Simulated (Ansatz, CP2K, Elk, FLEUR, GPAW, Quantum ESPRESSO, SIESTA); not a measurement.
## Code comparison for Te2Mo (P6_3/mmc, 6 atoms in the cell)

Self-consistent single point, at a second geometry (lattice scaled by 0.98). First geometry:

```yaml
crystal:
  lattice:
    - [3.50111, 0.00000, 0.00000]
    - [-1.75056, 3.03205, 0.00000]
    - [0.00000, 0.00000, 14.38265]
  atoms:
    - { symbol: Te, position: [0.33333, 0.66667, 0.62782] }
    - { symbol: Te, position: [0.66667, 0.33333, 0.37218] }
    - { symbol: Te, position: [0.66667, 0.33333, 0.12782] }
    - { symbol: Te, position: [0.33333, 0.66667, 0.87218] }
    - { symbol: Mo, position: [0.33333, 0.66667, 0.25000] }
    - { symbol: Mo, position: [0.66667, 0.33333, 0.75000] }
```

Shared settings, as Ansatz (a program for electronic structure) writes them: kpoints.mp_grid.grid = 6 6 2; scf.occupations.method = fixed. Potentials and cutoffs stand in the table.

```json
[
 {"code": "Ansatz", "model": "PBE, default PAW files", "ΔF from the first geometry (meV/atom)": "95.2", "pressure (GPa)": "14.35", "largest force (eV/Å)": "2.112", "gap on the mesh (eV)": "1.014", "cutoff": "420 eV"},
 {"code": "CP2K", "model": "PBE, GPW, DZVP-MOLOPT-SR-GTH basis, GTH-PBE potentials (GTH_POTENTIALS)", "ΔF from the first geometry (meV/atom)": "117.9", "pressure (GPa)": "17.09", "largest force (eV/Å)": "2.399", "gap on the mesh (eV)": "0.990", "cutoff": "grid 500 Ry"},
 {"code": "FLEUR", "model": "PBE, all-electron FLAPW (FLEUR), scalar-relativistic valence", "ΔF from the first geometry (meV/atom)": "97.0", "pressure (GPa)": "–", "largest force (eV/Å)": "2.145", "gap on the mesh (eV)": "1.013", "cutoff": "Kmax 4.2 1/bohr"},
 {"code": "Elk", "model": "PBE, all-electron FP-LAPW, Elk's shipped species files, default APW+lo basis", "ΔF from the first geometry (meV/atom)": "–", "pressure (GPa)": "–", "largest force (eV/Å)": "–", "gap on the mesh (eV)": "1.001", "cutoff": "rgkmax 7"},
 {"code": "GPAW", "model": "PBE, GPAW PAW datasets PBE (gpaw-data 1.0.1)", "ΔF from the first geometry (meV/atom)": "88.1", "pressure (GPa)": "13.48", "largest force (eV/Å)": "2.003", "gap on the mesh (eV)": "0.993", "cutoff": "550 eV"},
 {"code": "SIESTA", "model": "GGA PBE, numerical atomic orbitals DZP, PseudoDojo PBE standard norm-conserving potentials (rewritten from UPF to PSML)", "ΔF from the first geometry (meV/atom)": "112.3", "pressure (GPa)": "16.60", "largest force (eV/Å)": "2.769", "gap on the mesh (eV)": "1.009", "cutoff": "grid 300 Ry"},
 {"code": "Quantum ESPRESSO", "model": "PBE, PSlibrary PAW (PBE) pseudopotentials", "ΔF from the first geometry (meV/atom)": "99.7", "pressure (GPa)": "14.66", "largest force (eV/Å)": "2.194", "gap on the mesh (eV)": "0.998", "cutoff": "55 Ry"}
]
```

A dash marks a value that a program does not give, or that is left out as unsure.

Gaps are read on the mesh.

On Ansatz's run: spin-orbit coupling is off.

The spread over the programs that give each value: ΔF from the first geometry within 29.8 meV/atom; pressure within 3.61 GPa; largest force within 0.766 eV/Å; gap on the mesh within 0.024 eV.

CP2K and SIESTA use small atom-centred bases, whose incompleteness enters pressures, forces and empty levels differently from a plane-wave cutoff. FLEUR and Elk treat all electrons, but the usual bases taken here (sphere radii, linearisation, local orbitals, empty states) were not tested for convergence, so the values are no reference for the others. Ansatz's pressure is given at a fixed set of plane waves, as the other plane-wave codes print theirs; with its correction for the finite basis it is 14.39 GPa. In the pressure, CP2K (by 2.74) and SIESTA (by 2.25) lie more than 1 GPa from the median of the plane-wave programs.

The starting cell comes from a database of computed structures (which also holds hypothetical and non-ambient phases and stackings), without a prior relaxation at this level. Its lattice was rescaled by a random factor within 2.5 % of one. For this run, on top of that: lattice scaled by 0.98.

Keys are those of Ansatz 0.2.
